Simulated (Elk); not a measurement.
Input and output of a self-consistent single point for Fe (Im-3m, 1 atom in the cell) (Elk)

Method: PBE, all-electron FP-LAPW, Elk's shipped species files, APW+lo basis with extra local orbitals run with Elk 10.2.4.

Input:

```
tasks
  0

xctype
  20

spinpol
  .true.

reducebf
  0.8

rgkmax
  8.0

gmaxvr
  16.0

nxlo
  2

lorbcnd
  .true.

lmaxi
  2

nempty
  8

stype
  3

swidth
  0.00367493

scale
  4.68281018

avec
   -0.5773502692    0.5773502692    0.5773502692
    0.5773502692   -0.5773502692    0.5773502692
    0.5773502692    0.5773502692   -0.5773502692

atoms
  1   : nspecies
  'Fe.in'   : spfname
  1   : natoms; atposl, bfcmt below
  0.0000000000  0.0000000000  0.0000000000    0.0 0.0 -2.5

ngridk
  10 10 10
```

Output (repeated stretches shortened):

```
│ Elk code version 10.2.4 │

All units are atomic (Hartree, Bohr, etc.)

│ Ground-state run starting from atomic densities │

Lattice vectors :
  -2.703621718       2.703621718       2.703621718
   2.703621718      -2.703621718       2.703621718
   2.703621718       2.703621718      -2.703621718

Unit cell volume      :    79.04925307
Brillouin zone volume :    3.137919763

Muffin-tin inner radius fraction :   0.1000000000E-01

Nuclei treated as point charges

Species :    1 (Fe)
 parameters loaded from : Fe.in
 name : iron
 nuclear charge    :   -26.00000000
 electronic charge :    26.00000000
 atomic mass :    101799.2074
 muffin-tin radius :    2.316405090
 number of radial points in muffin-tin :    497
 atomic positions (lattice), magnetic fields (Cartesian) :
   1 :   0.00000000  0.00000000  0.00000000    0.00000000  0.00000000 -2.50000000

Total number of atoms per unit cell :    1

Spin treatment :
 spin-polarised
 global magnetic field (Cartesian) :    0.000000000       0.000000000       0.000000000
 collinear magnetisation in z-direction

Number of Bravais lattice symmetries :   48
Number of crystal symmetries         :   48
Crystal has inversion symmetry
Real symmetric eigensolver will be used

k-point grid :     10    10    10
k-point offset :    0.000000000       0.000000000       0.000000000
k-point set is reduced with full crystal symmetry group
Total number of k-points :       47

Muffin-tin radius times maximum |G+k| :    8.000000000
 using average radius
Maximum |G+k| for APW functions       :    3.453627362
Maximum (1/2)|G+k|²                   :    5.963770977
Maximum |G| for potential and density :    16.00000000
 potential will be trimmed for |G| > 2 gkmax
Constant for pseudocharge density :    9
Radial integration step length :    4

G-vector grid sizes :     24    24    24
Number of G-vectors :     5425

Maximum angular momentum used for
 APW functions                      :    8
 outer part of muffin-tin           :    6
 inner part of muffin-tin           :    2

Total nuclear charge    :   -26.00000000
Total core charge       :    10.00000000
Total valence charge    :    16.00000000
Total excess charge     :    0.000000000
Total electronic charge :    26.00000000

Effective Wigner radius, rₛ :   0.8986941978

Number of empty states         :    8
Total number of valence states :   32
Total number of core states    :   10

Conduction state local-orbitals added automatically
Total number of local-orbitals :   83

Exchange-correlation functional :     20     0     0
 Perdew-Burke-Ernzerhof, Phys. Rev. Lett. 77, 3865 (1996)
 gradient requirement :    1
 generalised gradient approximation (GGA)

Smearing type :    3
 Fermi-Dirac
Smearing width :   0.3674930000E-02
Effective electronic temperature (K) :    1160.451112

Mixing type :    3
 Broyden mixing, J. Phys. A: Math. Gen. 17, L317 (1984)

Kohn-Sham potential initialised from atomic data
│ Self-consistent loop started │
│ Loop number : 1 │
 total energy                :     -1273.17972274
 total moment                :    2.600646483
│ Loop number : 2 │
 total energy                :     -1273.34222067
 total moment                :    2.602501449
RMS change in Kohn-Sham potential (target) :    3.261420787     (  0.1000000000E-05)
Absolute change in total energy (target)   :   0.1624979301     (  0.1000000000E-03)
│ Loop number : 3 │
 total energy                :     -1269.82243658
 total moment                :    1.820033863
RMS change in Kohn-Sham potential (target) :    2.014329548     (  0.1000000000E-05)
Absolute change in total energy (target)   :    3.479159606     (  0.1000000000E-03)
│ Loop number : 4 │
 total energy                :     -1273.64758527
 total moment                :   0.4295416936
RMS change in Kohn-Sham potential (target) :   0.6638924470     (  0.1000000000E-05)
Absolute change in total energy (target)   :    2.955358792     (  0.1000000000E-03)
│ Loop number : 5 │
 total energy                :     -1272.75168247
   [... lines left out ...]
RMS change in Kohn-Sham potential (target) :   0.4346552059E-05 (  0.1000000000E-05)
Absolute change in total energy (target)   :   0.1381810300E-03 (  0.1000000000E-03)
│ Loop number : 31 │
 total energy                :     -1272.84302373
 total moment                :  -0.3064885458E-03
RMS change in Kohn-Sham potential (target) :   0.3712151636E-05 (  0.1000000000E-05)
Absolute change in total energy (target)   :   0.3658584524E-04 (  0.1000000000E-03)
│ Loop number : 32 │
 total energy                :     -1272.84299101
 total moment                :  -0.6795535360E-03
RMS change in Kohn-Sham potential (target) :   0.1692720850E-05 (  0.1000000000E-05)
Absolute change in total energy (target)   :   0.2356839218E-04 (  0.1000000000E-03)
│ Loop number : 33 │
 total energy                :     -1272.84301609
 total moment                :  -0.4427448768E-03
RMS change in Kohn-Sham potential (target) :   0.3949637917E-06 (  0.1000000000E-05)
Absolute change in total energy (target)   :   0.1918762973E-04 (  0.1000000000E-03)
Convergence targets achieved

│ Loop number : 34 │

Energies :
 Fermi                       :     0.327684993796
 sum of eigenvalues          :     -736.312338604
 electron kinetic            :      1289.77083175
 core electron kinetic       :      1149.75231484
 Coulomb                     :     -2506.68577169
 Coulomb potential           :     -1953.54453437
 nuclear-nuclear             :     -175.313761146
 electron-nuclear            :     -2709.19948671
 Hartree                     :      377.827476168
 Madelung                    :     -1529.91350450
 xc potential                :     -72.5386359765
 xc effective B-field        :    -0.562497882152E-08
 external B-field            :      0.00000000000
 exchange                    :     -54.7257611968
 correlation                 :     -1.19782875243
 electron entropic           :    -0.448180962455E-02
 total energy                :     -1272.84301170
 (external B-field energy excluded from total)

Density of states at Fermi energy :    103.6350419
 (states/Hartree/unit cell)

Estimated indirect band gap :   0.5322734776E-03
 from k-point     17 to k-point     20
Estimated direct band gap   :   0.5759786610E-02
 at k-point     16

Charges :
 core                        :    10.00000000
 valence                     :    16.00000000
 interstitial                :    1.053231926
 muffin-tins (core leakage)
  species :    1 (Fe)
   atom    1                 :    24.94676807     (  0.2222222406E-11)
 total in muffin-tins        :    24.94676807
 total calculated charge     :    25.99856713
 total charge                :    26.00000000
 error                       :   0.1432870785E-02

Moments :
 interstitial                :   0.7931099429E-05
 muffin-tins
  species :    1 (Fe)
   atom    1                 :  -0.4013829580E-03
 total in muffin-tins        :  -0.4013829580E-03
 total moment                :  -0.3934518586E-03

│ Self-consistent loop stopped │
```

The run converged in 34 iterations. The count includes the last loop, which Elk runs after its targets are met.

The starting cell has typed, rounded lattice constants, without a prior relaxation at this level. Its lattice was rescaled by up to half a per cent. The starting moments vanished: the run ended non-magnetic, which need not be the lowest state. Values depend on the basis (sphere radii, cutoffs, local orbitals), which need not be converged. The log's line on a gap gives a spacing of levels on this mesh, which the program prints for metals too.
